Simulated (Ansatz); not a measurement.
The reference is BaF$_{2}$ in the fluorite structure (space group Fm-3m, No. 225; a = 6.1374 Å).

All numbers come from PBEsol in Ansatz (plane waves to 420 eV, PAW, without spin-orbit coupling).

Base values:

The width of the top valence band comes out as 0.26 eV and the valley order comes out as Γ 6.83 eV; X along ⟨100⟩ 7.29 eV. The volume per atom is 19.27 Å³.

Modification: hydrostatic tension (pressure −1 GPa).

Q: How does this affect the width of the top valence band, valley order and volume per atom?

A: The width of the top valence band drops by 0.02 eV to 0.24 eV; the valley order (the lowest conduction-band minima on the path, energy above the VBM, named in the base's zone) goes from Γ 6.83 eV; X along ⟨100⟩ 7.29 eV to Γ 6.76 eV; X along ⟨100⟩ 7.26 eV; the volume per atom rises by 0.32 Å³, from 19.27 Å³ to 19.59 Å³.

The levels and masses belong to the bands next to the band gap. Load acts through the strain it causes; cell and atoms are relaxed under it. No phonon test of stability was made.

Ansatz is a first-principles code.
